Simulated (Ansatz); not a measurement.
Take SiC in the zinc blende structure (space group F-43m, No. 216; a = 4.356 Å) as the base.

The values are results of r2SCAN (Ansatz, a first-principles code), spin-orbit coupling left out, not measurements.

Before the change:

| Property | Value |
|---|---|
| Electron mass | 0.64 mₑ along k, 0.23 mₑ across (at X) |
| Width of the top valence band | 4.81 eV |
| Band gap | 1.71 eV |

Now apply this change: an isotropic linear strain of −2.50 %, atoms relaxed at fixed cell.

Task: What does the calculation give for the electron mass, energy relative to the base, width of the top valence band and band gap after the change?

Result: The electron mass changes from 0.64 mₑ along k, 0.23 mₑ across (at X) to 0.62 mₑ along k, 0.22 mₑ across (at X); the energy grows by 44 meV/atom; the width of the top valence band grows by 0.292 eV to 5.11 eV; the band gap falls by 0.05 eV, from 1.71 eV to 1.66 eV.

Effective masses come from finite differences of ±0.01 Å⁻¹. Along k means along the line from Γ to the band edge. No phonon test of stability was made.
